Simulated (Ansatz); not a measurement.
Formation energy of the bound charge states of C interstitial started as a split pair with C in metastable 2H silicon carbide (start: split with C; 96-site cell, 2×2×2 shifted sampling) against the Fermi level, Si-rich (Δμ(C) = -0.40 eV; only phases computed here count, gases as isolated molecules at 0 K). Computed with PBE, PAW (plane waves to 420 eV; Ansatz, a program for electronic structure).

Set-up: 96-site cell; 2×2×2 shifted k-points; host gap 2.31 eV; charged states image-corrected; not converged in cell size; flagged in the runs: a host whose relaxation on this sampling wasn't shown to rest, a strain field that reaches the edge of the cell.

```json
[
 {"E_F − E_VBM (eV)": "0.00", "q = +2": "5.35", "q = +1": "5.70", "q = 0": "6.77", "q = −1": "8.50", "q = −2": "10.64"},
 {"E_F − E_VBM (eV)": "0.29", "q = +2": "5.93", "q = +1": "5.98", "q = 0": "6.77", "q = −1": "8.21", "q = −2": "10.07"},
 {"E_F − E_VBM (eV)": "0.58", "q = +2": "6.50", "q = +1": "6.27", "q = 0": "6.77", "q = −1": "7.92", "q = −2": "9.49"},
 {"E_F − E_VBM (eV)": "0.87", "q = +2": "7.08", "q = +1": "6.56", "q = 0": "6.77", "q = −1": "7.63", "q = −2": "8.91"},
 {"E_F − E_VBM (eV)": "1.15", "q = +2": "7.66", "q = +1": "6.85", "q = 0": "6.77", "q = −1": "7.34", "q = −2": "8.34"},
 {"E_F − E_VBM (eV)": "1.44", "q = +2": "8.23", "q = +1": "7.14", "q = 0": "6.77", "q = −1": "7.05", "q = −2": "7.76"},
 {"E_F − E_VBM (eV)": "1.73", "q = +2": "8.81", "q = +1": "7.43", "q = 0": "6.77", "q = −1": "6.77", "q = −2": "7.18"},
 {"E_F − E_VBM (eV)": "2.02", "q = +2": "9.39", "q = +1": "7.71", "q = 0": "6.77", "q = −1": "6.48", "q = −2": "6.61"},
 {"E_F − E_VBM (eV)": "2.31", "q = +2": "9.96", "q = +1": "8.00", "q = 0": "6.77", "q = −1": "6.19", "q = −2": "6.03"}
]
```

Crossings of the lowest lines: (+2/+1) at 0.35 eV; (+1/0) at 1.07 eV; (0/−1) at 1.73 eV; (−1/−2) at 2.15 eV.
